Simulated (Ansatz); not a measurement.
System: Be(OH)2 (P2₁2₁2₁, No. 19). Method: HSE06 (Ansatz, a first-principles code, plane waves, PAW).

Numerical settings: plane-wave cutoff 500 eV, 6×6×4 k mesh (along the axes of the cell as run), gaussian smearing 0.02 eV, scalar-relativistic PAW data made under PBE.

Cell (relaxed with r²SCAN):

```xyz
20
Lattice="4.5074 0.0000 0.0000 0.0000 4.6336 0.0000 0.0000 0.0000 6.9590" Properties=species:S:1:pos:R:3 pbc="T T T"
Be     4.3390     0.9227     6.0784
Be     2.4220     3.7109     2.5989
Be     2.0853     1.3941     0.8806
Be     0.1683     3.2395     4.3601
H      3.2797     2.7481     6.4712
H      3.4813     1.8855     2.9917
H      1.0261     4.2023     0.4878
H      1.2276     0.4313     3.9673
H      2.9049     4.2708     4.9957
H      3.8562     0.3628     1.5162
H      0.6512     2.6796     1.9633
H      1.6025     1.9540     5.4428
O      3.6915     2.8267     3.1219
O      3.0696     1.8070     6.6014
O      1.4378     4.1238     3.8371
O      0.8159     0.5099     0.3576
O      3.7989     4.1974     5.3769
O      2.9621     0.4362     1.8974
O      1.5452     2.7530     1.5821
O      0.7085     1.8806     5.0616
```

Task: Give the computed band gap.

Result: 
* **band gap**: 7.48 eV (on the SCF k mesh)

Note: cell and atoms aren't relaxed at this level (largest force component 0.17 eV/Å, pressure -0.3 GPa).

Static lattice: no zero-point or thermal effects.

The result took roughly 17 core-minutes.
